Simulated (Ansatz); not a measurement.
## TiC: isotropic strain −4.94 %

The parent structure is TiC in the rock salt structure (space group Fm-3m, No. 225; a = 4.293 Å; relaxed with 0.1 eV smearing).

Now apply this change: the cell is scaled by 0.9506 in all directions, atoms relaxed at fixed cell.

All numbers come from PBEsol (Ansatz, a first-principles code), spin-orbit coupling left out. Settings: 23×23×23 k-points, 0.1 eV Fermi–Dirac smearing.

* **Space group**: Fm-3m (No. 225) (base Fm-3m (No. 225))
* **Shortest interatomic distance**: 204.1 pm (base 214.7 pm)
* **Energy relative to the base (free energy F)**: +0.211 eV/atom
* **Band gap**: zero (base zero)

Cost of the whole job for the changed cell (relaxation, final SCF and bands): around 9 core-seconds (rough).

No phonon test of stability was made. The final runs are not spin-polarised.
